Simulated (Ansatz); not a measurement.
# C: response to strain

Consider C in the diamond structure (space group Fd-3m, No. 227).

```
C
1.0
    0.00000     1.76587     1.76587
    1.76587     0.00000     1.76587
    1.76587     1.76587     0.00000
C
2
Direct
  0.00000   0.00000   0.00000
  0.25000   0.25000   0.25000
```

Strains are applied to the cell and any free atomic positions relax.

Computed with LDA, PAW, 420 eV (Ansatz, a quantum-chemistry and plane-wave program; scalar-relativistic without spin-orbit coupling).

Candidates:
(a) isotropic strain −2.50 %
(b) isotropic strain +2.00 %
(c) isotropic strain −0.50 %

Notes on the quantities. energy relative to the base: free energy F.

Question: Order them by energy relative to the base, highest first.

Answer: (a) isotropic strain −2.50 % (+48 meV/atom), (b) isotropic strain +2.00 % (+27 meV/atom), (c) isotropic strain −0.50 % (+1.9 meV/atom)

Stability against distortions was not tested.
